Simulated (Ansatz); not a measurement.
An Ansatz (a program for electronic structure) run: Mg2Sn with a change (isotropic strain −0.50 %); PBE (Ansatz), without spin-orbit coupling.

Input:

Ansatz 0.2 input:
```yaml
crystal:
  lattice:
    - [0, 3.3917478911, 3.3917478911]
    - [3.3917478911, 0, 3.3917478911]
    - [3.3917478911, 3.3917478911, 0]
  atoms:
    - { symbol: Mg, position: [0.25, 0.25, 0.25] }
    - { symbol: Mg, position: [0.75, 0.75, 0.75] }
    - { symbol: Sn, position: [0, 0, 0] }
basis: { ecutwfc: 420, ecutrho_ratio: 4, xc_grid: 2, fft_grid_basis: typed }
kpoints: { mp_grid: { grid: [15, 15, 15] } }
hamiltonian:
  xc: pbe
  dispersion: none
  pseudopotentials: { kind: paw }
scf: { occupations: { method: fermi_dirac, width: 0.1 }, convergence: { dr2_threshold: 0.0000000003 } }
relax: { f_tol: 0.005, max_steps: 50 }
output: { forces: true, stress: true }
checkpoint: { write: state.ck, write_every: 1000 }
```

Output (explanatory and most iteration lines left out):

```
Relaxation: its limit of steps is 50 (relax.max_steps)
Pseudopotential: Mg, paw, valence charge 10
Pseudopotential: Sn, paw, valence charge 14
Crystal: 3 atoms, lattice volume = 78.037 Å³
Basis set: ecut = 420 eV, 1471 PW (Γ), exchange–correlation on 72×72×72 points (8 copies of the dense FFT grid, shifted against one another)
Bands: 21, of which v1, the nominal top of the filled ones, is band 17 counted from 1 (16 counted from 0)
Symmetry: 48 space group operations
Space group: Fm-3m (ITA 225), of the structure as read, at distance tolerance 4.3e-5 Å
k-points: 120 of 3375
Functional: x = pbe(κ = 0.804, μ = 0.2195149727645171), c = pbe(β = 0.06672455060314922)
SCF iter   1: F=—  HF=-9872.400659 eV  |F-HF|=—  |Δ(HF+E_count)|=         —  Δρ=3.34e-3  dr2=2.14e-2  ethr=1.77e-3  ⟨swp⟩=6.1  Hψ=12457  notcnv=0
SCF iter   2: F=—  HF=-9872.397602 eV  |F-HF|=—  |Δ(HF+E_count)|=   3.06e-3  Δρ=2.41e-3  dr2=1.18e-2  ethr=6.30e-5  ⟨swp⟩=1.1  Hψ=3487  notcnv=0
SCF 1 converged in 10 iterations: F = -9872.395213 eV  dr2 = 3.63e-12
relax step   1: F+E_penalty+E_count = -9872.39521335 eV  Δ(F+E_penalty+E_count) = +0.000e0 eV  max|allowed force component| = 3.084e-17 eV/Å  Δτ_max = 0.0000 Å  (10 SCF iters, accepted)
SCF converged after 10 iterations
Free energy (F): -9872.395213 eV
Internal energy: -9872.384617 eV  (E = F + TS)
E sigma→0 (E₀):  -9872.389915 eV
Entropy (-TS):   -0.010596 eV (-3.532 meV/atom)
Fermi energy:    6.906531 eV
--- Forces (eV/Å), atoms counted from 1 ---
  atom   1  Mg     0.00000000     0.00000000     0.00000000
  atom   2  Mg     0.00000000    -0.00000000     0.00000000
  atom   3  Sn     0.00000000     0.00000000    -0.00000000
--- Stress (GPa, compression-positive) ---
        0.625468      -0.000000      -0.000000
        0.000000       0.625468      -0.000000
       -0.000000      -0.000000       0.625468
  P = ⅓ Tr σ = 0.6255 GPa (6.255 kbar)
--- Relaxed structure (1 steps of the walk, 1 accepted, 0 SCFs on fresh bases) ---
  atoms:
    - { symbol: Mg, position: [0.25, 0.25, 0.25] }
    - { symbol: Mg, position: [0.7500000000000001, 0.7500000000000001, 0.7500000000000001] }
    - { symbol: Sn, position: [0.0, 0.0, 0.0] }
```

Stability against distortions was not tested. The cell was made from Mg2Sn (space group Fm-3m, No. 225) by this change: isotropic strain −0.50 %.
